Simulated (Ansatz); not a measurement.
Base system: CdSe in the zinc blende structure (space group F-43m, No. 216; a = 6.082 Å).

Level of theory: plane-wave PAW DFT at the PBEsol level (Ansatz, an electronic-structure program, 420 eV), no spin-orbit coupling.

Before the change:

| Property | Result |
|---|---|
| Gap character | direct at Γ |
| Gap between the host's bands | 0.48 eV |

Now apply this change: 0.281 electrons added to each cell, a density of 5.0×10^21 cm⁻³, with a uniform compensating background at fixed cell and a 300 K Fermi–Dirac width.

Question: What does the calculation give for the gap character after the change?

Answer: The gap character stays direct at Γ.

Question: Predict the new gap between the host's bands.

Answer: The gap between the host's bands decreases by 0.11 eV (0.48 eV → 0.37 eV).

Question: What does the calculation give for the Fermi level from band edge after the change?

Answer: The Fermi level relative to the doped band's edge (positive inside the band; to 0.05 eV) amounts to +2.20 eV.

Charged cell with a jellium background: band edges are those of the host's band count, energies are not comparable with the neutral cell, and many-body gap narrowing is missing. Stability against distortions was not tested.
